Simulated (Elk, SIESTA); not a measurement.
A SIESTA input for a self-consistent single point of SrAlGe (P-6m2, 3 atoms in the cell) (DFT, GGA PBEsol, numerical atomic orbitals TZP, PseudoDojo PBEsol standard norm-conserving potentials (rewritten from UPF to PSML)):

```
# files in the folder: Sr.psml Al.psml Ge.psml (PseudoDojo PBEsol standard)
SystemName  SrAlGe
SystemLabel SrAlGe

NumberOfAtoms                3
NumberOfSpecies              3
%block ChemicalSpeciesLabel
  1 38 Sr
  2 13 Al
  3 32 Ge
%endblock ChemicalSpeciesLabel
LatticeConstant              1.0 Ang
%block LatticeVectors
     4.377295000    0.000000000    0.000000000
    -2.188647000    3.790848000    0.000000000
     0.000000000    0.000000000    4.868866000
%endblock LatticeVectors
AtomicCoordinatesFormat      Bohr
%block AtomicCoordinatesAndAtomicSpecies
     0.000000000    0.000000000    0.000000000  1
     4.135948809    2.387885779    4.600411639  2
    -0.000003506    4.775778721    4.600411639  3
%endblock AtomicCoordinatesAndAtomicSpecies

XC.functional                GGA
XC.authors                   PBEsol
PAO.BasisSize                TZP
PAO.EnergyShift              0.005 Ry
MeshCutoff                   300 Ry
%block kgrid.MonkhorstPack
    9   0   0  0.0
    0   9   0  0.0
    0   0   7  0.0
%endblock kgrid.MonkhorstPack
OccupationFunction           MP
OccupationMPOrder            0
ElectronicTemperature        200.0 meV

MaxSCFIterations             150
SCF.Mixer.Method             Pulay
SCF.Mixer.Weight             0.2
SCF.Mixer.History            6
SCF.DM.Tolerance             1.0E-05
Diag.ParallelOverK           true
WriteForces                  true
```

### Question
Write the same calculation as an input for Elk.

### Answer
This is the input that was run; spellings and numerical settings could be chosen otherwise.

```
tasks
  0

xctype
  22

tforce
  .true.

rgkmax
  7.5

gmaxvr
  18.0

lmaxapw
  10

lmaxo
  8

nxlo
  2

lorbcnd
  .true.

lradstp
  2

nrmtscf
  2.0

rmtscf
  0.97

lmaxi
  4

stype
  0

swidth
  0.00734986

scale
  1.889726125

avec
    4.3772946133   -0.0000001603    0.0000000000
   -2.1886471678    3.7908484151    0.0000000000
    0.0000000000    0.0000000000    4.8688660000

atoms
  3   : nspecies
  'Sr.in'   : spfname
  1   : natoms; atposl, bfcmt below
  0.0000000000  0.0000000000  0.0000000000    0.0 0.0 0.0
  'Al.in'   : spfname
  1   : natoms; atposl, bfcmt below
  0.6666666667  0.3333333333  0.5000000000    0.0 0.0 0.0
  'Ge.in'   : spfname
  1   : natoms; atposl, bfcmt below
  0.3333333333  0.6666666667  0.5000000000    0.0 0.0 0.0

ngridk
  9 9 7
```

Basis, cutoffs, solver keys and any potentials are the target program's own. This input uses DFT, PBEsol, all-electron FP-LAPW, Elk's shipped species files, APW+lo basis with extra local orbitals.

The starting cell comes from a database of computed structures (which also holds hypothetical and non-ambient phases and stackings), without a prior relaxation at this level. Its lattice was rescaled by a random factor within 2.5 % of one.
